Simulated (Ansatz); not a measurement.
GaSb (model structure, started from the PtS type, P4₂/mmc, No. 131, 4 atoms in the cell): properties by level of theory

| level (code) | lattice parameter a (Å) | c axis length (Å) | enthalpy of formation (eV/atom) |
|---|---|---|---|
| PBE (Ansatz) | 4.037 | 7.558 | 0.296 |
| PBEsol (Ansatz) | 3.923 | 7.482 | 0.337 |
| PBE-D3(BJ) (Ansatz) | 3.914 | 7.568 | 0.361 |

Ansatz's density-functional and Hartree–Fock values are scalar-relativistic unless marked +SOC, with PAW data made under PBE.

The computed numbers hold no vibrational or temperature effects.

A model structure was made by putting elements into a prototype or built by hand; it is no filed structure, need not be a known phase, and can be a saddle point held by its symmetry.

Ansatz is a program for electronic structure.
